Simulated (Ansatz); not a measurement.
## Cs2SnI6 under a change: tensor shear ε_xy = −2.97 %

Base system: Cs2SnI6 (space group Fm-3m, No. 225; a = 11.5502 Å). Axes: x, y, z lie along the cube axes.

Now apply this change: tensor shear ε_xy = −2.97 % (engineering shear γ = -0.0594); the atoms relax in the strained cell.

Level of theory: plane-wave PAW DFT at the PBEsol level (Ansatz, a quantum-chemistry and plane-wave program, 420 eV), no spin-orbit coupling. Γ-centred 7×7×7 mesh, Fermi–Dirac width 0.05 eV.

| quantity | base | changed | shift |
|---|---|---|---|
| volume per atom | 42.80 Å³ | 42.76 Å³ | -0.04 Å³ |
| energy relative to the base (free energy F) | 0 meV/atom | +3.8 meV/atom | +3.8 meV/atom |
| pressure (mean of the normal stresses, compression positive) | 0.0 GPa | 0.1 GPa | +0.1 GPa |
| band gap | zero | zero | – |
| largest internal atomic displacement | – | 0.061 Å | – |
| stress (xx, yy, zz, yz, xz, xy; compression positive) (rough) | – | (0.1, 0.1, 0.0, 0.0, 0.0, 0.5) GPa | – |

Final structure:

```
CELL_PARAMETERS angstrom
     -0.17152     5.77512     5.77512
      5.77512    -0.17152     5.77512
      5.60360     5.60360     0.00000
ATOMIC_POSITIONS crystal
  Cs 0.25314 0.25314 0.24686
  Cs 0.74686 0.74686 0.75314
  Sn 0.00000 0.00000 0.00000
  I  0.75691 0.24309 0.25363
  I  0.24309 0.75691 0.74637
  I  0.24309 0.75691 0.25363
  I  0.75691 0.24309 0.74637
  I  0.24873 0.24873 0.75127
  I  0.75127 0.75127 0.24873
```

Cost of the whole job for the changed cell (relaxation, final SCF and bands): around 10 core-minutes (rough).

Without a gap, meshes like the base's 7×7×7 leave anisotropic stresses uncertain by several tenths of a GPa, and small strain energies with them. Spin-orbit coupling, missing from the scalar runs, can matter with I. No phonon test of stability was made. All final runs are without spin polarisation. A zero or small gap of Cs2SnI6 can be the functional's error rather than a property of the material.
